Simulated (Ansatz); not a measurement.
Output of an Ansatz run (abridged):

```
WARN ansatz: RAYON_NUM_THREADS=1 ignored (pool sized by the plan → 1); use --threads N
Pseudopotentials: kind: paw
Pseudopotential: Mo, paw, valence charge 14
Pseudopotential: Se, paw, valence charge 16
Crystal: 6 atoms, lattice volume = 119.396 Å³
Basis set: ecut = 420 eV, 2371 PW (Γ), exchange–correlation on 48×48×180 points (8 copies of the dense FFT grid, shifted against one another)
Bands: 56, of which v1, the nominal top of the filled ones, is band 46 counted from 1 (45 counted from 0)
Symmetry: 24 space group operations
Space group: P63/mmc (ITA 194), of the structure as read, at distance tolerance 4.9e-5 Å
k-points: 24 of 162
PAW frozen core: Mo, regenerated for the run's functional, and the local potential with it
PAW frozen core: Se, regenerated for the run's functional, and the local potential with it
Initial density: superposition of atomic densities (neutral atoms: chi_scale 0, normalization atom), corrected by the library's trained network
Initial wavefunctions: pseudopotential atomic-orbital guess
Eigensolver: davidson
Functional: x = pbesol(κ = 0.804, μ = 0.12345679012345678), c = pbesol(β = 0.046)
SCF iter   1: F=—  HF=-31496.068923 eV  |F-HF|=—  |Δ(HF+E_count)|=         —  Δρ=5.71e-3  dr2=2.27e-2  ethr=1.77e-3  ⟨swp⟩=6.2  Hψ=4744  notcnv=0  defer=1
all-band conjugate gradients solve this SCF's bands
preconditioner: auto → Resta (q_TF=auto, 2.612 Å⁻¹)
SCF iter   2: F=—  HF=-31496.072078 eV  |F-HF|=—  |Δ(HF+E_count)|=   3.15e-3  Δρ=3.02e-3  dr2=4.97e-3  ethr=2.47e-5  ⟨swp⟩=2.0  Hψ=2134  notcnv=0  defer=6
SCF iter   3: F=—  HF=-31496.073565 eV  |F-HF|=—  |Δ(HF+E_count)|=   1.49e-3  Δρ=1.61e-3  dr2=1.29e-3  ethr=5.40e-6  ⟨swp⟩=2.0  Hψ=1469  notcnv=0  defer=6
SCF iter   4: F=—  HF=-31496.074204 eV  |F-HF|=—  |Δ(HF+E_count)|=   6.40e-4  Δρ=2.66e-4  dr2=7.83e-5  ethr=1.40e-6  ⟨swp⟩=2.1  Hψ=1713  notcnv=0  defer=6
SCF iter   5: F=—  HF=-31496.074203 eV  |F-HF|=—  |Δ(HF+E_count)|=   1.51e-6  Δρ=9.01e-5  dr2=1.58e-5  ethr=8.51e-8  ⟨swp⟩=2.0  Hψ=2352  notcnv=0  defer=6
SCF iter   6: F=—  HF=-31496.074208 eV  |F-HF|=—  |Δ(HF+E_count)|=   5.56e-6  Δρ=1.95e-5  dr2=6.88e-7  ethr=1.72e-8  ⟨swp⟩=2.0  Hψ=1640  notcnv=0  defer=6
SCF iter   7: F=-31496.074209 eV  HF=-31496.074209 eV  |F-HF|=1.46e-8  |Δ(HF+E_count)|=   5.43e-7  Δρ=4.39e-6  dr2=4.54e-8  ethr=1.09e-10  ⟨swp⟩=8.9  Hψ=5663  notcnv=0
SCF 1 converged in 7 iterations: F = -31496.074209 eV  dr2 = 4.54e-8
SCF converged after 7 iterations
Free energy (F): -31496.074209 eV
Harris-Foulkes:  -31496.074209 eV  (|F-HF|=1.46e-8)
Internal energy: -31496.074202 eV  (E = F + TS)
E sigma→0 (E₀):  -31496.074205 eV
Entropy (-TS):   -0.000007 eV (-0.001 meV/atom)
Fermi energy:    12.932408 eV
--- Per-component energies (eV) ---
  E_band       = -1619.539422
  E_kinetic    = 1360.897030
  E_local      = -11738.119726  (includes V_loc(G=0)·N_el)
  E_nonlocal   = -2079.541537
  E_hartree    = 5555.259032
  E_xc         = -780.884424
  E_vxc        = -852.956329  (∫ρ·V_xc dr)
  E_paw        = -13759.779770  (= ΣΔE_a)
  E_vpaw       = 579.658609  (= ΣTr[D̂ρ^β])
  E_aug_tail   = -0.002300  (compensation charges beyond the density's cutoff)
  E_ewald      = -10058.354906
  E_core_change = 4.452400  (= ΣΔE_core)
  E_smearing   = -0.000007  (= −TS)
  E_closure    = -0.000000  (closes the sum)
  Σ components = -31496.074209   (vs F -31496.074209, Δ=0.00e0)
--- Forces (eV/Å), atoms counted from 1 ---
  atom   1  Mo     0.00000000    -0.00000000     0.00000000
  atom   2  Mo     0.00000000     0.00000000     0.00000000
  atom   3  Se     0.00000000     0.00000000     0.02778768
  atom   4  Se     0.00000000    -0.00000000     0.02778768
  atom   5  Se     0.00000000    -0.00000000    -0.02778768
  atom   6  Se    -0.00000000     0.00000000    -0.02778768
  max |Σ_I F_I| component: 1.16e-17 eV/Å
--- Stress (GPa, compression-positive) ---
       -0.035739      -0.000000       0.000000
       -0.000000      -0.035739       0.000000
        0.000000       0.000000       0.931929
  P = ⅓ Tr σ = 0.2868 GPa (2.868 kbar)
  The stress holds the Pulay correction. Without it, at fixed plane waves, as pw.x and ABINIT print it: P = 0.2655 GPa
--- Band table (eV; the first three rows and the last of 24) ---
  k-point 0: bands = ["-48.5346", "-48.5346", "-35.2659", "-35.2659", "-35.2658", "-35.2658", "-35.2655", "-35.2655", "-35.2654", "-35.2654", "-35.2296", "-35.2296", "-35.2293", "-35.2293", "-35.2286", "-35.2286", "-35.2283", "-35.2283", "-35.2153", [...]
  k-point 1: bands = ["-48.5346", "-48.5346", "-35.2659", "-35.2659", "-35.2659", "-35.2659", "-35.2655", "-35.2655", "-35.2655", "-35.2655", "-35.2295", "-35.2295", "-35.2295", "-35.2295", "-35.2284", "-35.2284", "-35.2284", "-35.2284", "-35.2152", [...]
  k-point 2: bands = ["-48.5315", "-48.5315", "-35.2658", "-35.2657", "-35.2655", "-35.2655", "-35.2653", "-35.2653", "-35.2649", "-35.2649", "-35.2297", "-35.2296", "-35.2294", "-35.2293", "-35.2288", "-35.2286", "-35.2285", "-35.2283", "-35.2151", [...]
  k-point 23: bands = ["-48.5054", "-48.5054", "-35.2637", "-35.2637", "-35.2628", "-35.2628", "-35.2626", "-35.2626", "-35.2624", "-35.2624", "-35.2312", "-35.2312", "-35.2304", "-35.2304", "-35.2296", "-35.2296", "-35.2290", "-35.2290", [...]
```

The structure:

```
CELL_PARAMETERS angstrom
      1.63678    -2.83498     0.00000
      1.63678     2.83498     0.00000
      0.00000     0.00000    12.86535
ATOMIC_POSITIONS crystal
  Mo 0.33333 0.66667 0.25000
  Mo 0.66667 0.33333 0.75000
  Se 0.33333 0.66667 0.87900
  Se 0.66667 0.33333 0.37900
  Se 0.66667 0.33333 0.12100
  Se 0.33333 0.66667 0.62100
```

Task: What input produced this log?

Result: Other spellings and defaults could give the same log, and not every line can be read from it. The input that was run (DFT, PBEsol, plane waves, default PAW files made with PBE):

Ansatz 0.2 input:
```yaml
crystal:
  lattice:
    - [1.63677500, -2.83497700, 0.00000000]
    - [1.63677500, 2.83497700, 0.00000000]
    - [0.00000000, 0.00000000, 12.86535000]
  atoms:
    - { symbol: Mo, position: [0.33333333, 0.66666667, 0.25000000] }
    - { symbol: Mo, position: [0.66666667, 0.33333333, 0.75000000] }
    - { symbol: Se, position: [0.33333333, 0.66666667, 0.87900000] }
    - { symbol: Se, position: [0.66666667, 0.33333333, 0.37900000] }
    - { symbol: Se, position: [0.66666667, 0.33333333, 0.12100000] }
    - { symbol: Se, position: [0.33333333, 0.66666667, 0.62100000] }
basis:
  ecutwfc: 420.0
kpoints:
  mp_grid:
    grid: [9, 9, 2]
hamiltonian:
  xc: pbesol
  pseudopotentials:
    kind: paw
scf:
  occupations:
    method: fermi_dirac
    width: 0.05
output:
  forces: true
  eigenvalues: true
  stress: true
```

The starting cell has typed, rounded lattice constants, without a prior relaxation at this level. Its lattice was rescaled by up to half a per cent. Ansatz's pressure includes its estimate of the finite-basis (Pulay) stress.

Ansatz is a first-principles code.
